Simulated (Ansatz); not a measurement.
The starting structures come from a database of crystals and need not be the phases stable at ambient conditions.

By PBEsol, the system below comes out a metal.

Without scattering a metal conducts by its projected Fermi surface.

Data:

```
CELL_PARAMETERS angstrom
      3.43151     0.00000     0.00000
      0.00000     4.54291     0.00000
      1.71576     2.27145     1.71576
ATOMIC_POSITIONS crystal
  Sn 0.00000 0.00000 0.00000
```

Space group of this cell: I4/mmm. The cell was relaxed by PBE-D3(BJ); by PBEsol its mean pressure is -0.5 GPa.

The current flows along the normal of the first two printed cell vectors, the (100) plane of the conventional cell. No spin-orbit coupling; the value is a mean over 0.1 eV about the Fermi level.

### Question
State the ballistic conductance per area according to PBEsol run with Ansatz (a program for electronic structure).

### Answer
1.2 × 10¹⁵ S/m² for both spins.
